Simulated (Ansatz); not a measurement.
## CsCl-type NiAl

Calculation: PBE-D3(BJ) (Ansatz, an electronic-structure program, PAW).

Run with plane-wave cutoff 500 eV, 20×20×20 k mesh, Fermi–Dirac smearing 0.1 eV, no spin polarisation, scalar-relativistic PAW data made under PBE.

Cell (relaxed at this level):

```
AlNi
1.0
    2.85766     0.00000     0.00000
    0.00000     2.85766     0.00000
    0.00000     0.00000     2.85766
Al Ni
1 1
Cartesian
  1.42883   1.42883   1.42883
  0.00000   0.00000   0.00000
```

```
Item                                    Value
------------------------------  -------------
volume per atom                 11.67 Å³/atom
equilibrium lattice constant a        2.858 Å
```

Measured, for comparison: equilibrium volume per atom 11.97 Å³/atom, lattice constant a 2.882 Å (extrapolated to 0 K, zero-point anharmonic expansion removed (Haas, Tran, Blaha 2009); as tabulated in Levämäki et al. (2014), arXiv:1402.3671). Computed (rounded) less measured: equilibrium volume per atom -2.5 %, lattice constant a -0.8 %.

Static lattice: no zero-point or thermal effects.

Cost on a shared machine: very roughly 30 core-seconds.
